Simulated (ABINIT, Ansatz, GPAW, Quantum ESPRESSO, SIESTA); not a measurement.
# One structure in several programs: InSb (F-43m, 2 atoms in the cell)

Self-consistent single point.

```
CELL_PARAMETERS angstrom
      0.00000     3.34679     3.34679
      3.34679     0.00000     3.34679
      3.34679     3.34679     0.00000
ATOMIC_POSITIONS crystal
  In 0.00000 0.00000 0.00000
  Sb 0.25000 0.25000 0.25000
```

Shared settings, as Ansatz (a first-principles code) writes them: kpoints.mp_grid.grid = 3 3 3; scf.occupations.method = fermi_dirac; scf.occupations.width = 0.1 eV. Potentials and cutoffs stand in the table.

```csv
code,model,pressure (GPa),cutoff
GPAW,"PBE, GPAW PAW datasets PBE (gpaw-data 1.0.1)",0.11,600 eV
SIESTA,"GGA PBE, numerical atomic orbitals DZP, PseudoDojo PBE standard norm-conserving potentials (rewritten from UPF to PSML)",0.58,grid 350 Ry
Quantum ESPRESSO,"PBE, GBRV 1.5 ultrasoft (PBE) pseudopotentials",0.01,40 Ry
Ansatz,"PBE, default PAW files",0.39,420 eV
ABINIT,"PBE, PAW (JTH v2.0 PBE PAW)",0.04,544 eV
```

No clean gap comes from GPAW, SIESTA, Quantum ESPRESSO, Ansatz and ABINIT: levels at the Fermi energy touch, overlap or are partly filled at this smearing.

On Ansatz's run: spin-orbit coupling is off.

The spread over the programs that give each value: pressure within 0.57 GPa.

SIESTA uses small atom-centred bases, whose incompleteness enters pressures, forces and empty levels differently from a plane-wave cutoff. Ansatz's pressure is given at a fixed set of plane waves, as the other plane-wave codes print theirs.

On the base mesh (9 9 9) the same programs gave: Ansatz pressure -0.92 GPa; Quantum ESPRESSO pressure -1.30 GPa; ABINIT pressure -1.26 GPa; GPAW pressure -1.19 GPa; SIESTA pressure -0.72 GPa.

The values differ from the base mesh's, so the mesh still matters here: the table compares the programs at equal settings.

The starting cell comes from a database of computed structures (which also holds hypothetical and non-ambient phases and stackings), without a prior relaxation at this level. Its lattice was rescaled by a random factor within 2.5 % of one.

Left out of this page: CP2K (on another mesh); Elk (not drawn, or without a comparable value).

Keys are those of Ansatz 0.2.
